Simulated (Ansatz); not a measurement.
**Worked example: self-consistent single point of Si2Ag (I4/mmm, 3 atoms in the cell) in Ansatz (an electronic-structure program)**

Method of the run: PBE (plane waves, PAW; Ansatz).

Input:

Ansatz 0.2 input:
```yaml
crystal:
  lattice:
    - [-1.61050300, 1.61050300, 3.94177600]
    - [1.61050300, -1.61050300, 3.94177600]
    - [1.61050300, 1.61050300, -3.94177600]
  atoms:
    - { symbol: Ag, position: [0.00000000, 0.00000000, 0.00000000] }
    - { symbol: Si, position: [0.33530000, 0.33530000, 0.00000000] }
    - { symbol: Si, position: [0.66470000, 0.66470000, 0.00000000] }
basis:
  ecutwfc: 420.0
kpoints:
  mp_grid:
    grid: [10, 10, 10]
    shift: [0.5, 0.5, 0.5]
hamiltonian:
  xc: pbe
  pseudopotentials:
    kind: paw
scf:
  occupations:
    method: methfessel_paxton
    width: 0.1
output:
  forces: true
  eigenvalues: true
  stress: true
```

The program printed (abridged):

```
WARN ansatz: RAYON_NUM_THREADS=1 ignored (pool sized by the plan → 1); use --threads N
Pseudopotentials: kind: paw
Pseudopotential: Ag, paw, valence charge 19
Pseudopotential: Si, paw, valence charge 4
Crystal: 3 atoms, lattice volume = 40.895 Å³
Basis set: ecut = 420 eV, 793 PW (Γ), exchange–correlation on 64×64×64 points (8 copies of the dense FFT grid, shifted against one another)
Bands: 18, of which v1, the nominal top of the filled ones, is band 14 counted from 1 (13 counted from 0)
Symmetry: 16 space group operations
Space group: I4/mmm (ITA 139), of the structure as read, at distance tolerance 3.4e-5 Å
k-points: 99 of 1000
Initial density: superposition of atomic densities (neutral atoms: chi_scale 0, normalization atom), corrected by the library's trained network
Initial wavefunctions: pseudopotential atomic-orbital guess
Eigensolver: davidson
Functional: x = pbe(κ = 0.804, μ = 0.2195149727645171), c = pbe(β = 0.06672455060314922)
SCF iter   1: F=—  HF=-8859.777690 eV  |F-HF|=—  |Δ(HF+E_count)|=         —  Δρ=3.19e-3  dr2=1.93e-3  ethr=1.77e-3  ⟨swp⟩=5.2  Hψ=8599  notcnv=0
all-band conjugate gradients solve this SCF's bands
preconditioner: auto → Kerker (q_TF=auto, 2.546 Å⁻¹)
SCF iter   2: F=—  HF=-8859.778212 eV  |F-HF|=—  |Δ(HF+E_count)|=   5.23e-4  S|Δr|=    0.00e0  Δρ=1.57e-3  dr2=5.52e-4  ethr=7.14e-6  ⟨swp⟩=2.0  Hψ=3340  notcnv=0
SCF iter   3: F=—  HF=-8859.778213 eV  |F-HF|=—  |Δ(HF+E_count)|=   2.79e-7  S|Δr|=    0.00e0  Δρ=6.46e-4  dr2=1.18e-4  ethr=2.04e-6  ⟨swp⟩=1.1  Hψ=1803  notcnv=0
SCF iter   4: F=—  HF=-8859.778197 eV  |F-HF|=—  |Δ(HF+E_count)|=   1.52e-5  S|Δr|=    0.00e0  Δρ=9.87e-5  dr2=4.05e-6  ethr=4.39e-7  ⟨swp⟩=2.5  Hψ=3055  notcnv=0
SCF iter   5: F=—  HF=-8859.778196 eV  |F-HF|=—  |Δ(HF+E_count)|=   1.24e-6  S|Δr|=    0.00e0  Δρ=1.42e-5  dr2=9.41e-8  ethr=3.70e-10  ⟨swp⟩=4.8  Hψ=8469  notcnv=0
SCF iter   6: F=-8859.778196 eV  HF=-8859.778196 eV  |F-HF|=1.26e-9  |Δ(HF+E_count)|=   4.97e-9  S|Δr|=    0.00e0  Δρ=3.15e-6  dr2=3.35e-9  ethr=3.49e-10  ⟨swp⟩=2.4  Hψ=6046  notcnv=0
SCF 1 converged in 6 iterations: F = -8859.778196 eV  dr2 = 3.35e-9
SCF converged after 6 iterations
Stability not checked (fill_not_monotonic)
Free energy (F): -8859.778196 eV
Harris-Foulkes:  -8859.778196 eV  (|F-HF|=1.26e-9)
Internal energy: -8859.778070 eV  (E = F + TS)
E sigma→0 (E₀):  -8859.778165 eV
Entropy (-TS):   -0.000126 eV (-0.042 meV/atom)
Fermi energy:    15.831551 eV
--- Per-component energies (eV) ---
  E_band       = -218.268950
  E_kinetic    = 616.726340
  E_local      = -2991.939581  (includes V_loc(G=0)·N_el)
  E_nonlocal   = 131.373958
  E_hartree    = 1387.275440
  E_xc         = -300.744099
  E_vxc        = -335.755515  (∫ρ·V_xc dr)
  E_paw        = -4925.389879  (= ΣΔE_a)
  E_vpaw       = -413.227599  (= ΣTr[D̂ρ^β])
  E_aug_tail   = 0.000329  (compensation charges beyond the density's cutoff)
  E_ewald      = -2777.080578
  E_smearing   = -0.000126  (= −TS)
  E_closure    = -0.000000  (closes the sum)
  Σ components = -8859.778196   (vs F -8859.778196, Δ=0.00e0)
--- Forces (eV/Å), atoms counted from 1 ---
  atom   1  Ag     0.00000000     0.00000000     0.00000000
  atom   2  Si     0.00000000     0.00000000    -1.15438255
  atom   3  Si    -0.00000000     0.00000000     1.15438255
  max |Σ_I F_I| component: 2.22e-16 eV/Å
--- Stress (GPa, compression-positive) ---
       32.535688      -0.000000       0.000000
       -0.000000      32.535688       0.000000
        0.000000      -0.000000      27.337893
  P = ⅓ Tr σ = 30.8031 GPa (308.031 kbar)
  The stress holds the Pulay correction. Without it, at fixed plane waves, as pw.x and ABINIT print it: P = 30.7498 GPa
--- Band table (eV; the first three rows and the last of 99) ---
  k-point 0: bands = ["-77.8054", "-41.3172", "-41.2744", "-41.2744", "2.0624", "7.7480", "8.8799", "9.0698", "9.1938", "9.7974", "11.8561", "14.2678", "15.2452", "15.9742", "17.5992", "17.7303", "20.2008", "20.8975"]
  k-point 1: bands = ["-77.8048", "-41.3163", "-41.2801", "-41.2799", "2.8919", "8.0829", "8.7354", "8.7402", "9.1661", "9.3297", "12.8559", "13.5166", "14.4203", "14.7903", "16.4807", "16.9227", "20.6667", "22.6897"]
  k-point 2: bands = ["-77.8042", "-41.3151", "-41.2869", "-41.2867", "4.1442", "7.9866", "8.2080", "8.6358", "9.3317", "9.6427", "11.7940", "13.9616", "14.0332", "15.1277", "15.1791", "16.6905", "17.3891", "22.9712"]
  k-point 98: bands = ["-77.8055", "-41.3180", "-41.2746", "-41.2721", "3.7370", "4.8008", "8.7003", "9.3571", "9.7035", "9.7377", "9.9099", "13.6056", "14.8356", "18.7592", "20.4002", "20.5074", "21.6810", "22.8943"]
```

The run converged in 6 iterations.

The starting cell was generated: these elements placed on a structure prototype, without a prior relaxation; it need not be a known phase or ordering of this composition. Its lattice was rescaled by a random factor within 2.5 % of one. With a pressure of about 31 GPa the cell is away from its equilibrium volume at this level. Forces in this geometry exceed 1 eV/Å. Ansatz's pressure includes its estimate of the finite-basis (Pulay) stress.
